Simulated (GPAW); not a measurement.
A self-consistent single point of MoSeS (Amm2, 6 atoms in the cell) with GPAW.

Method of the run: PBEsol+U, GPAW PAW datasets PBEsol (made by gpaw-setup) (plane waves; GPAW 25.7.0).

```xyz
6
Lattice="19.3987 0.0000 0.0000 0.0000 1.6245 2.8140 0.0000 -1.6245 2.8140" Properties=species:S:1:pos:R:3 pbc="T T T"
Mo     0.0000     0.0000     3.1288
Mo     9.6994     0.0000     1.8738
Se    11.3787     0.0000     3.7496
Se     8.0200     0.0000     3.7496
S      1.5306     0.0000     1.2528
S     17.8682     0.0000     1.2528
```

Reference input (self-consistent single point, DFT PBEsol, plane waves, GPAW PAW datasets PBEsol (made by gpaw-setup)): mode = pw; ecut = 550 eV; xc = PBEsol; kpts = 1 7 7; mesh shift (steps) = 0 0 0; occupations.name = fermi-dirac; occupations.width = 0 eV; nbands = -6; convergence.bands = -4; symmetry.symmorphic = false; symmetry.tolerance = 0.0005; maxiter = 150. This run's input differs from it in these lines:

```diff
@@ -18,2 +18,3 @@
             xc='PBEsol',
+            setups={'Mo': ':d,8.0'},
             kpts=(1, 7, 7),
```

The program printed (abridged):

```
     iter     time        total  log10-change:
                         energy   eigst   dens
iter:   1 --:--:--   -28.122669   +0.47
iter:   2 --:--:--   -27.486236   -0.46  -1.14
iter:   3 --:--:--   -26.089739   -0.67  -1.18
iter:   4 --:--:--   -25.766434   -0.88  -1.31
iter:   5 --:--:--   -25.952413   -0.84  -1.42
iter:   6 --:--:--   -26.629076   -0.51  -1.56
iter:   7 --:--:--   -26.264355   -1.42  -1.46
iter:   8 --:--:--   -25.614157   -1.07  -1.51
iter:   9 --:--:--   -25.642062   -2.22  -2.10
iter:  10 --:--:--   -25.650986   -2.51  -2.35
iter:  11 --:--:--   -25.654817c  -3.07  -2.54
   [... lines left out ...]
iter: 150 --:--:--   -25.513786c  -5.27  -3.19

Did not converge!

Here are some tips:

1) Make sure the geometry and spin-state is physically sound.
2) Use less aggressive density mixing.
3) Solve the eigenvalue problem more accurately at each scf-step.
4) Use a smoother distribution function for the occupation numbers.
5) Try adding more empty states.
6) Use enough k-points.
7) Don't let your structure optimization algorithm take too large steps.
8) Solve the Poisson equation more accurately.
9) Better initial guess for the wave functions.

See details here:

    https://gpaw.readthedocs.io/documentation/convergence.html
Traceback (most recent call last):
   [... frames left out ...]
gpaw.KohnShamConvergenceError: Did not converge!  See text output for help.
```

The run ended unconverged after 150 iterations. 

The starting cell comes from a database of computed structures (which also holds hypothetical and non-ambient phases and stackings), without a prior relaxation at this level. Spin polarisation is off. The U value is a test value, and with U on an open shell several self-consistent states can exist.

Cost on one core of a shared machine: roughly 4 min.
